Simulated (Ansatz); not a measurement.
**Au (Im-3m, No. 229, 1 atom in the cell; start mp-2647062; another form than the element's usual one)**

The numbers are results of r²SCAN in Ansatz (PAW), not measurements.

Settings: plane-wave cutoff 560 eV, 24×24×24 k mesh, Fermi–Dirac smearing 0.05 eV, scalar-relativistic PAW data made under PBE.

Cell (relaxed at this level):

```
CELL_PARAMETERS angstrom
     -1.63838     1.63838     1.63838
      1.63838    -1.63838     1.63838
      1.63838     1.63838    -1.63838
ATOMIC_POSITIONS crystal
  Au 0.00000 0.00000 0.00000
```

For Au (Im-3m, No. 229, 1 atom in the cell; start mp-2647062; another form than the element's usual one), the band gap is none and the bulk modulus is 153 GPa.

Note: the relaxation could not lower the start's symmetry, so the cell can be a saddle point above a distorted one; the bulk modulus is −V dP/dV from two relaxed cells at ±2 % in volume.

Spin–orbit coupling is not included; it can shift volumes and moduli of such heavy elements.

Static lattice: no zero-point or thermal effects.

Cost on a shared machine: very roughly 40 core-seconds.

A start named mp-… is a Materials Project structure, which need not be a measured phase.

Ansatz is an electronic-structure program.
